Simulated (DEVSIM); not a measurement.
Structure: Cr/Al2O3/SiO2/p-Si capacitor, at 300 K.

Layer 1 from the left is Al2O3, thickness (nm) 5.00. Layer 2 from the left is SiO2, thickness (nm) 0.590. Layer 3 from the left is Si, thickness (nm) 1600, Na (cm⁻³) 1.3e17.

Metal gate on the left, work function 4.5 eV. Fixed charge at the semiconductor interface 1.6e12 cm⁻² (in units of +e); no interface traps.

Constants are typed, rounded textbook-type inputs, not results; the design itself was drawn at random and stands for no fabricated device. Values at 300 K.

Al2O3: gap (eV) 6.8, affinity (eV) 1.35, permittivity 9. SiO2: gap (eV) 9, affinity (eV) 0.9, permittivity 3.9. Si: gap (eV) 1.124, affinity (eV) 4.05, permittivity 11.7, Nc (cm⁻³) 2.86e19, Nv (cm⁻³) 3.1e19.

Question: Estimate by hand the flat-band voltage, the threshold voltage, and compare with a numerical solution.

Answer: 
- Flat-band voltage: C = 1.25 μF/cm², work-function difference -0.532 V; VFB = φms − qNf/C = -0.74 V; numerical -0.74 V.
- Threshold voltage: φF = 0.422 V, depletion charge √(4εqNφF) = 1.91e-7 C/cm²; VT = VFB + 2φF + Qd/C = 0.26 V; numerical 0.26 V.

Simulated with DEVSIM: 1D Poisson equation in equilibrium, Boltzmann statistics, complete ionisation; no quantum confinement or tunnelling. Metal contacts follow the ideal Schottky-Mott rule: no Fermi-level pinning, no interface dipoles.
